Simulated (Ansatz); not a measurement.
Base system: ZnAu in the CsCl type structure (space group Pm-3m, No. 221; relaxed with 0.1 eV smearing).

```yaml
crystal:
  lattice:
    - [3.18677, 0.00000, 0.00000]
    - [0.00000, 3.18677, 0.00000]
    - [0.00000, 0.00000, 3.18677]
  atoms:
    - { symbol: Zn, position: [0.50000, 0.50000, 0.50000] }
    - { symbol: Au, position: [0.00000, 0.00000, 0.00000] }
```

Cartesian axes are those of the cell as printed.

All numbers come from DFT with PBE, PAW potentials and a 420 eV plane-wave cutoff in Ansatz (a quantum-chemistry and plane-wave program), no SOC.

One thing is altered: the cell is scaled by 1.0300 in all directions; the atoms relax in the strained cell.

Question: Predict the stress tensor and what it implies for the stiffness.

Answer: Stress of the strained cell less that of the base (GPa, compression positive):
```
   -8.1     0.0     0.0
    0.0    -8.1     0.0
    0.0     0.0    -8.1
```

Then B = −ΔP/(ΔV/V₀) with ΔV/V₀ = 0.0927 gives secant stiffness values (nonlinear terms included at this strain): B ≈ 87 GPa.

As a check, the harmonic strain energy −½ V₀ Δσ:ε is 37 meV/atom; the computed energy rise is 42 meV/atom.

Whether these cells are dynamically stable was not tested.
